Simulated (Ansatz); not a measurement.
# Response to strain in Zr

Base system: Zr in the hcp (Mg type) structure (space group P6_3/mmc, No. 194; a = 3.2443 Å, c = 5.1580 Å; relaxed with 0.1 eV smearing). Axes: x lies along a and z along c of the hexagonal cell.

Strains are applied to the cell and any free atomic positions relax.

Calculations: plane-wave PAW DFT at the r2SCAN level (Ansatz, a quantum-chemistry and plane-wave program, 500 eV), spin-orbit coupling left out.

Candidates:
(a) strain tensor (xx, yy, zz, yz, xz, xy) = (−0.71, −0.48, −0.12, −1.32, −0.82, +0.10) %
(b) uniaxial strain ε_xx = +5.71 %
(c) isotropic strain +0.89 %
(d) uniaxial strain ε_zz = +1.29 %

Notes on the quantities. energy relative to the base: free energy F.

### Question
Order them by energy relative to the base, lowest first.

### Answer
(d) uniaxial strain ε_zz = +1.29 % (+2.0 meV/atom), (a) strain tensor (xx, yy, zz, yz, xz, xy) = (−0.71, −0.48, −0.12, −1.32, −0.82, +0.10) % (+3.5 meV/atom), (c) isotropic strain +0.89 % (+4.8 meV/atom), (b) uniaxial strain ε_xx = +5.71 % (+31 meV/atom)

Whether these cells are dynamically stable was not tested. The final runs are not spin-polarised.
